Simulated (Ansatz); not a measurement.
**Convergence test for TePd (I4_1md, 4 atoms in the cell)**

```
CELL_PARAMETERS angstrom
     -1.79096     1.79096     6.06330
      1.79096    -1.79096     6.06330
      1.79096     1.79096    -6.06330
ATOMIC_POSITIONS crystal
  Pd 0.75000 0.75000 0.00000
  Pd 0.50000 0.00000 0.50000
  Te 0.16600 0.16600 0.00000
  Te 0.91600 0.41600 0.50000
```

Level of theory: PBE (plane waves, PAW; Ansatz, an electronic-structure program).

The starting cell was generated: these elements placed on a structure prototype, without a prior relaxation; it need not be a known phase or ordering of this composition. Spin polarisation is off. In the base run, with a pressure of about 17 GPa the cell is away from its equilibrium volume at this level. Ansatz's pressure includes its estimate of the finite-basis (Pulay) stress.

Held fixed: kpoints.mp_grid.grid = 10 10 10; hamiltonian.xc = pbe; hamiltonian.pseudopotentials = {kind: paw} (the program's default PAW files); scf.occupations.method = cold; scf.occupations.width = 0.1 eV.

ΔF is the free energy per atom less that of the last row (4).

| basis.xc_grid | ΔF (meV/atom) | pressure (GPa) | largest force (eV/Å) |
|---|---|---|---|
| 1 | 0.00 | 16.65 | 0.151 |
| 2 | 0.00 | 16.65 | 0.151 |
| 3 | 0.00 | 16.65 | 0.151 |
| 4 | 0.00 | 16.65 | 0.151 |

Pressure within 0.05 GPa of the last row: from basis.xc_grid = 1 on, the coarsest one. The value it settles on is 16.65 GPa at this level of theory and with the other settings as held.

Largest force within 0.01 eV/Å of the last row: from basis.xc_grid = 1 on, the coarsest one. The value it settles on is 0.151 eV/Å at this level of theory and with the other settings as held.

Keys are those of Ansatz 0.2.
